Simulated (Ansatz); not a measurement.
Start from VN in the rock salt structure (space group Fm-3m, No. 225; a = 4.075 Å; relaxed with 0.1 eV smearing). Axes: x, y, z lie along the cube axes.

Structures relaxed with PBEsol, PAW, 420 eV (Ansatz, an electronic-structure program; no spin-orbit coupling), earlier PAW set.

Base:

Simulated powder pattern, Cu Kα1, λ = 1.54056 Å (kinematic, ideal powder, no thermal factors, no anomalous dispersion; the 8 strongest lines at most, above 2 %, up to 2θ = 90°):

```
2θ (°)  I/Imax (%)    hkl
------  ----------  -----
38.22           74  (111)
44.43          100  (200)
64.64           55  (220)
77.65           26  (311)
81.81           17  (222)
```

The change: uniaxial strain ε_yy = +5.19 %, all other strain components held at zero; the atoms relax in the strained cell.

After the change:

Simulated powder pattern, Cu Kα1, λ = 1.54056 Å (kinematic, ideal powder, no thermal factors, no anomalous dispersion; the 8 strongest lines at most, above 2 %, up to 2θ = 90°):

```
2θ (°)  d (Å)  I/Imax (%)    hkl
------  -----  ----------  -----
37.58   2.391         100  (111)
42.13   2.143          51  (020)
44.43   2.037          86  (200)
62.89   1.477          52  (220)
64.64   1.441          24  (202)
73.99   1.280          13  (131)
77.25   1.234          23  (311)
80.22   1.196          23  (222)
```

The indices refer to the base's conventional cell; one index is shown for lines that coincide. The space group is now I4/mmm (No. 139).

No phonon test of stability was made. The final runs are not spin-polarised.
